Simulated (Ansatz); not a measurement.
A self-consistent single point of BAs (F-43m, 2 atoms in the cell) with Ansatz (a first-principles code).

Level of theory: PBE with spin-orbit coupling (plane waves, PAW; Ansatz).

```xyz
2
Lattice="0.0000 2.3900 2.3900 2.3900 0.0000 2.3900 2.3900 2.3900 0.0000" Properties=species:S:1:pos:R:3 pbc="T T T"
B      0.0000     0.0000     0.0000
As     1.1950     1.1950     1.1950
```

Reference input (self-consistent single point, DFT, PBE, plane waves, default PAW files): kpoints.mp_grid.grid = 8 8 8; hamiltonian.xc = pbe; hamiltonian.pseudopotentials = {kind: paw} (the program's default PAW files); scf.occupations.method = fermi_dirac; scf.occupations.width = 0.05 eV. This run's input differs from it in these lines:

Ansatz 0.2 input:
```diff
@@ -16,2 +16,5 @@
     kind: paw
+magnetization:
+  noncollinear: true
+  spin_orbit: true
 scf:
```

Output, abridged:

```
SCF iter   1: F=—  HF=-5012.863688 eV  |F-HF|=—  |Δ(HF+E_count)|=         —  Δρ=7.79e-2  dr2=2.09e0  dr2_m=0.00e0 (ungated)  ethr=3.10e-3  |M|=0.00e0 ∫|m|=0.00e0 μB  |m|>n=0.0e0 m-floor=0.0e0 τ_xc=0.0e0  β_m=0.30  ⟨swp⟩=7.0  Hψ=3865  notcnv=0  defer=6
all-band conjugate gradients solve this SCF's bands
preconditioner: auto → none
   [... lines left out ...]
SCF iter   6: F=—  HF=-5012.225119 eV  |F-HF|=—  |Δ(HF+E_count)|=   1.77e-5  Δρ=4.33e-5  dr2=2.86e-7  dr2_m=0.00e0 (ungated)  ethr=1.47e-7  |M|=0.00e0 ∫|m|=0.00e0 μB  |m|>n=0.0e0 m-floor=0.0e0 τ_xc=0.0e0  β_m=0.85  ⟨swp⟩=2.1  Hψ=954  notcnv=0  defer=74
SCF iter   7: F=-5012.225119 eV  HF=-5012.225119 eV  |F-HF|=3.28e-9  |Δ(HF+E_count)|=   1.94e-7  Δρ=6.17e-6  dr2=5.97e-9  dr2_m=0.00e0 (ungated)  ethr=5.56e-10  |M|=0.00e0 ∫|m|=0.00e0 μB  |m|>n=0.0e0 m-floor=0.0e0 τ_xc=0.0e0  ⟨swp⟩=9.8  Hψ=3386  notcnv=0
SCF 1 converged in 7 iterations: F = -5012.225119 eV  dr2 = 5.97e-9
Magnetization: |M| = 0.0000 μB,  M = (+0.0000, +0.0000, +0.0000) μB
Absolute magnetization: 0.0000 μB (∫|m|)
  site 0: m = (+0.0000, +0.0000, +0.0000) μB, |m| = 0.0000 μB  (R = 0.85 Å)
  site 1: m = (+0.0000, +0.0000, +0.0000) μB, |m| = 0.0000 μB  (R = 0.85 Å)
Free energy (F): -5012.225119 eV
Internal energy: -5012.225119 eV  (E = F + TS)
E sigma→0 (E₀):  -5012.225119 eV
Entropy (-TS):   -0.000000 eV (-0.000 meV/atom)
Fermi energy:    11.700813 eV
--- Forces (eV/Å), atoms counted from 1 ---
  atom   1  B      0.00000000    -0.00000000     0.00000000
  atom   2  As     0.00000000    -0.00000000     0.00000000
--- Stress (GPa, compression-positive) ---
        2.491573      -0.000000      -0.000000
       -0.000000       2.491573       0.000000
       -0.000000       0.000000       2.491573
  P = ⅓ Tr σ = 2.4916 GPa (24.916 kbar)
  The stress holds the Pulay correction. Without it, at fixed plane waves, as pw.x and ABINIT print it: P = 2.3906 GPa
```

The run converged in 7 iterations. Against the reference run the pressure hardly changes (2.50 to 2.49 GPa).

The starting cell has typed, rounded lattice constants, without a prior relaxation at this level. Ansatz's pressure includes its estimate of the finite-basis (Pulay) stress. A gap is left out here, as mesh or smearing make it unsure.
